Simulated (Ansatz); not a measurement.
# Response to strain in BAs

Start from BAs in the zinc blende structure (space group F-43m, No. 216; a = 4.7677 Å).

Strains are applied to the cell and any free atomic positions relax.

Method: PBEsol (Ansatz, a quantum-chemistry and plane-wave program, PAW, no spin-orbit coupling), earlier PAW set.

```tsv
isotropic strain (%)	pressure (GPa)
-3.18	16.6
-0.49	?
0	0.0
0.54	-2.2
1.55	-5.9
```

Question: Fit P = P₀ − Bδ + Cδ² with δ = (1 + ε)³ − 1 to the rows shown and predict the withheld row.

Answer: Least squares on the printed values gives P₀ = 0.0 GPa, B = 144 GPa, C = 389 GPa (largest residual 0.0 GPa); this predicts 2.2 GPa, and the run gives 2.1 GPa, in agreement.

Stability against distortions was not tested.
